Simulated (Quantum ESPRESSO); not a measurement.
# Quick settings and what they miss: ZnRhF6 (R-3, 8 atoms in the cell)

Self-consistent single point.

```xyz
8
Lattice="2.4550 1.4174 4.4801 -2.4550 1.4174 4.4801 0.0000 -2.8348 4.4801" Properties=species:S:1:pos:R:3 pbc="T T T"
Zn     0.0000     0.0000     6.7202
Rh     0.0000     0.0000     0.0000
F      0.7063    -1.4676     5.5834
F     -0.7063     1.4676     7.8570
F      0.9178     1.3455     5.5834
F     -0.9178    -1.3455     7.8570
F     -1.6241     0.1221     5.5834
F      1.6241    -0.1221     7.8570
```
Moments meant for the start (each program seeds them in its own way; μB, in the order of the atoms Zn Rh F F F F F F): 0.0 1.0 0.0 0.0 0.0 0.0 0.0 0.0.

Method: LDA (PZ), GBRV 1.5 ultrasoft (LDA) pseudopotentials (plane waves; Quantum ESPRESSO).

Base settings: ecutwfc = 50 Ry; ecutrho = 400 Ry; occupations = smearing; smearing = fd; degauss = 0.0036749 Ry; nspin = 2; potentials = {Zn: zn_lda_v1.uspp.F.UPF, Rh: rh_lda_v1.4.uspp.F.UPF, F: f_lda_v1.4.uspp.F.UPF}; K_POINTS = automatic 5 5 5 0 0 0; conv_thr = 1e-10 Ry; mixing_beta = 0.3.

Tight run (finer mesh or higher cutoff; not a proven limit): ecutwfc: 50 Ry → 70 Ry; ecutrho: 400 Ry → 560 Ry; conv_thr: 1e-10 Ry → 7.3e-11 Ry; K_POINTS: automatic 5 5 5 0 0 0 → automatic 7 7 7 0 0 0. It gave Fermi level (on the code's own zero) 5.06 eV; pressure 0.79 GPa; largest force (vector length) 0.300 eV/Å; size of the cell's spin moment 0.99 μB; site moments (μB, in the program's spheres or projections) Zn 0.01, Rh 0.50, F 0.05, F 0.05, F 0.05, F 0.05, F 0.05, F 0.05.

Quick runs, as changes from the base:
- A: the base itself
- B: ecutwfc: 50 Ry → 25 Ry; ecutrho: 400 Ry → 200 Ry; conv_thr: 1e-10 Ry → 7.3e-05 Ry; K_POINTS: automatic 5 5 5 0 0 0 → automatic 4 4 4 1 1 1

Energies are extrapolated to zero smearing width, which holds to low order in the width alone (under cold and Methfessel-Paxton smearing the free energy itself is taken).

The count of work is k-points × plane waves × bands × iterations; it is no time. Core times come from one kind of shared machine and are given to one figure; runs under 30 s give none.

The starting cell comes from a database of computed structures (which also holds hypothetical and non-ambient phases and stackings), without a prior relaxation at this level. Its lattice was rescaled by a random factor within 2.5 % of one. With one magnetic atom in the cell only a parallel order is possible.

| run | energy less tight (meV/atom) | largest miss in a force vector (eV/Å) | count of work / tight | core time / tight (rough) |
|---|---|---|---|---|
| A | 2.6 | 0.000 | 0.23 | 0.3 |
| B | 2158.0 | 0.157 | 0.022 | 0.03 |

Among the runs at the tight run's level, the energy misses run from 2.6 to 2158.0 meV/atom.

Left out of this page: 4 runs of the series outside the window shown, repeating another row's setting, or not comparable.
